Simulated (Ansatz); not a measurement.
Consider HfN in the rock salt structure (space group Fm-3m, No. 225; a = 4.502 Å).

The change: cell and atoms relaxed at a pressure of 7 GPa.

Levels (all Ansatz, a first-principles code, PAW): PBEsol (420 eV, spin-orbit coupling left out); PBEsol+SOC (420 eV, spin-orbit coupling included).

The geometry is relaxed with PBEsol.

- PBEsol pressure = 7.0 GPa

Q: How does going to PBEsol+SOC change the pressure?

A: The pressure shrinks by 0.4 GPa (7.0 GPa → 6.6 GPa).

Single points use the geometry relaxed with PBEsol. The spin-orbit shifts are approximate. Load acts through the strain it causes; cell and atoms are relaxed under it. Whether these cells are dynamically stable was not tested. No other phases were tried under pressure. The runs without spin-orbit coupling are not spin-polarised. An odd electron count without spin: HfN.
